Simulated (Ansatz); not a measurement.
Consider interstitial O in alpha quartz, charge state -2. Method: PBE, PAW (plane waves to 420 eV; Ansatz, a program for electronic structure).

Settings: 72 host sites, the relaxed PBE lattice, the Γ point alone, smearing 0.01 eV, spin-restricted, no image-charge correction. Static, classical nuclei. The charge state is imposed; whether it is stable for some Fermi level was not computed. Sites that were not tried may lie lower.

Barriers: single points on a 2×2×2 k-point mesh shifted by half a step along c at the bands' geometries.

The step: several atoms move together, O the farthest. Atoms about the jump, Cartesian Å from the middle of the jump, before and after:

```
atom     x0     y0     z0     x1     y1     z1
----  -----  -----  -----  -----  -----  -----
O1    -0.49   0.12  -0.18   0.49  -0.12   0.18
Si2   -0.60  -1.55   0.10  -0.50  -1.56   0.06
Si3    0.68   0.05  -1.49   0.67   0.14  -1.49
O4     0.62  -1.60  -1.16  -0.10  -1.43  -1.59
O5    -1.78  -1.16   1.36  -1.75  -0.83   0.98
O6     1.45   1.46  -0.88   1.20   1.77  -1.15
Si7   -1.73   0.30   2.03  -1.80   0.42   1.98
O8     0.32  -2.50   1.20   0.41  -2.47   1.19
O9    -0.32   0.63  -2.74  -0.37   0.80  -2.69
O10   -0.28   0.72   2.69  -0.45   0.79   2.81
O11   -2.32   1.66   1.32  -2.24   1.81   1.25
Si12   2.01   2.51   0.16   1.94   2.53   0.02
O13   -1.69  -2.57  -0.69  -1.59  -2.86  -0.33
O14    2.06  -0.23  -2.54   2.10  -0.28  -2.33
O15    2.89   1.79   1.35   2.71   1.71   1.22
O16    0.87   3.44   0.91   0.92   3.56   0.82
O17    3.45  -0.79   0.94   3.40  -0.84   0.95
O18    2.24  -0.06   3.17   2.09  -0.06   3.13
Si19   3.33   0.39   2.05   3.17   0.38   1.99
O20   -2.92  -0.05  -2.44  -2.90  -0.05  -2.36
Si21   0.78   0.25   3.82   0.68   0.29   3.84
Si22  -1.72   0.39  -3.46  -1.73   0.38  -3.41
O23   -2.20   3.15  -0.92  -2.29   3.17  -1.02
```

### Question
Where do these atoms stand at the saddle point, and how high is it?

### Answer

```
atom      x      y      z
----  -----  -----  -----
O1     0.07   0.09   0.08
Si2   -0.50  -1.53   0.05
Si3    0.76   0.11  -1.50
O4     0.38  -1.57  -1.44
O5    -1.71  -1.04   1.24
O6     1.40   1.71  -1.14
Si7   -1.74   0.35   2.03
O8     0.41  -2.52   1.10
O9    -0.30   0.69  -2.71
O10   -0.37   0.79   2.83
O11   -2.22   1.69   1.24
Si12   1.95   2.56   0.08
O13   -1.70  -2.57  -0.61
O14    2.21  -0.23  -2.38
O15    2.74   1.73   1.27
O16    0.81   3.47   0.86
O17    3.41  -0.81   0.92
O18    2.15  -0.08   3.14
Si19   3.23   0.39   2.01
O20   -2.83  -0.07  -2.33
Si21   0.74   0.26   3.86
Si22  -1.70   0.37  -3.42
O23   -2.26   3.16  -0.99
```
It lies 0.059 eV above the start and 0.062 eV above the end. The saddle point's order was not checked.
